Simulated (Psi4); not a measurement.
Psi4 1.11, HF/def2-svp, scf_type pk: C[Si@]1(O)CC[C@@H]1[SiH2]Cl, 19 atoms. The geometry is a generated start, not checked to be a minimum at this level.

```json
{
 "task": "energy",
 "method": "scf",
 "basis": "def2-svp",
 "scf_type": "pk",
 "guess": "auto, which took SAD (default)",
 "diis_max_vecs": "10 (default)",
 "scf_initial_accelerator": "adiis (default)",
 "e_convergence": "1e-06 (default)",
 "d_convergence": "1e-06 (default)",
 "basis_functions": "179"
}
```

On 4 threads. Build: conda-forge: OpenMP (LLVM), MKL, Libint2. Each setting ran once; only counts and results are compared.

Values of memory tried: 8 GB, 4 GB, 2 GB, 1 GB, 0.5 GB, 0.3 GB.

Which of these memory settings still run, and by which path?

It runs down to 0.3 GB, the lowest tried, with the same result. At 8 GB: SCF: PK in core. From 2 GB down: SCF: PK on disk.

| memory | path | peak memory |
|---|---|---|
| 8 GB | SCF: PK in core | 2.1 GiB |
| 4 GB | SCF: PK in core | 2.1 GiB |
| 2 GB | SCF: PK on disk | 2.4 GiB |
| 1 GB | SCF: PK on disk | 0.84 GiB |
| 0.5 GB | SCF: PK on disk | 0.66 GiB |
| 0.3 GB | SCF: PK on disk | 0.43 GiB |

Peak memory is the kernel's count for the largest process, libraries included and scratch files not. The peak passes the setting at 2 GB, 0.5 GB, 0.3 GB: it is no hard cap.
